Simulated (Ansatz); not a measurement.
Cell and atoms of amorphous Ge-Sb-Te (Ge$_{8}$Sb$_{16}$Te$_{32}$):

```xyz
56
Lattice="12.4375 0.6184 0.1153 0.6184 12.4133 0.0474 0.1153 0.0474 11.3820" Properties=species:S:1:pos:R:3 pbc="T T T"
Ge     1.3653    12.2572    10.2118
Ge     4.0911     7.6562    10.7612
Ge     4.9349     6.7432     2.7521
Ge     1.4084     2.9863     8.1148
Ge    11.6685    10.4797     8.5412
Ge     5.5637     6.9319     6.8436
Ge    10.8055     9.8988     0.4992
Ge     3.9759    11.8288     5.3460
Sb     1.4024     7.4338     8.0669
Sb     8.4169     1.2697     8.2673
Sb     9.1691     4.4934     5.7537
Sb     3.8608     0.6021     1.0155
Sb    10.1020     4.1523     1.9002
Sb    11.7763     0.9808     5.4986
Sb    11.1454     8.3837     5.1407
Sb     1.8468     9.9859     2.5314
Sb     7.4291    10.0435     5.0879
Sb     7.7556    10.4246     1.1228
Sb     5.6686     3.0515     4.3966
Sb     9.0422     6.5270     9.5360
Sb     0.6773     5.6818    10.6990
Sb     5.7354    11.2296     9.4765
Sb     1.7955     3.9099     2.9402
Sb     5.7500     3.6732    10.1238
Te    10.8501     2.7031     7.5959
Te     3.3110     1.3647     9.4983
Te     1.3392     9.4327    11.1098
Te     8.4997     8.2790     2.9492
Te     6.2249    12.3385     6.8845
Te     8.2013     7.7198     6.7423
Te    11.4144    10.6138     3.0874
Te     1.5447     8.0445     5.2460
Te    10.1814    11.3744     6.3927
Te     4.8709     8.7054     4.7432
Te     6.0699    12.3685     3.4806
Te    10.4294     6.9365     0.6234
Te     1.0907     0.3984     2.1440
Te     8.8405     3.5441    10.3549
Te    11.6627     6.1980     7.6989
Te     6.5053     6.3784    11.0235
Te     4.3710     3.4152     1.5649
Te     2.0297     1.9736     5.5171
Te     0.2570     2.9386     0.1784
Te     4.8629     9.7148     1.0176
Te     1.4885    11.3176     7.5768
Te     7.3081     5.2773     3.4032
Te     4.2313     8.9361     8.2879
Te     9.1418     2.0895     4.0020
Te     8.2897     9.5546     9.7631
Te     1.6962     6.5817     1.7959
Te     6.6636     3.6829     7.2198
Te     6.7831     0.8105    11.0342
Te     3.1927     5.0830     8.6411
Te    10.9273    12.4820    10.3889
Te     3.6584     5.1627     4.8563
Te    11.5037     5.4663     4.1365
```

These are PBE-D3(BJ), scalar-relativistic without spin-orbit coupling, PAW (Ansatz default set, large-core Te) (plane waves to 420 eV; Ansatz, a quantum-chemistry and plane-wave program) values and carry that method's errors.

The cell was made by melting and quenching with the CHGNet potential and then relaxed with DFT. The hot cell started wider than the set density and was brought back towards it in steps. It is the lowest in DFT energy of 4 quenches. It is a model cell: composition and starting density were chosen by hand, and all elements were melted together. The geometry includes D3(BJ) dispersion. Its density started from a set value of 5.84 and ended at 6.26 g/cm³. Cooling (nominally 20 K/ps over its main leg) ran many orders faster than in experiment, which tends to leave more defects and strain. A cell of this size samples the disorder only roughly. Volume and shape were free in the relaxation. On a 2×2×2 Γ-centred mesh force components of up to 0.20 eV/Å stay, since the relaxation ran on one k-point at (1/4, 1/4, 1/4).

Bonds are counted up to Ge-Ge 2.85 Å, Ge-Sb 3.11 Å, Ge-Te 3.12 Å, Sb-Sb 3.34 Å, Sb-Te 3.42 Å, Te-Te 3.31 Å.

Give the coordination numbers, mean bond lengths and angles.


- Mean coordination of Ge = 3.25 (6 with 3, 2 with 4)
- Mean coordination of Sb = 5.56 (1 with 4, 6 with 5, 8 with 6, 1 with 7)
- Mean coordination of Te = 3.66 (2 with 2, 13 with 3, 11 with 4, 6 with 5)
- Mean Sb-Te bond = 3.083 Å (spread 0.156 Å, 87 counted)
- Mean Ge-Te bond = 2.850 Å (spread 0.078 Å, 26 counted)
- Mean Te-Te bond = 3.284 Å (spread 0.023 Å, 2 counted)
- Mean Sb-Sb bond = 3.244 Å (spread 0.000 Å, 1 counted)
- Bond angle at Ge = mean 98.1°, spread 17.8°
- Bond angle at Sb = mean 103.8°, spread 30.9°
- Bond angle at Te = mean 103.9°, spread 24.1°

List the pairs of like atoms that count as bonded by the rules above.

Sb9-Sb21 (3.24 Å), Te28-Te46 (3.26 Å), Te28-Te36 (3.31 Å).
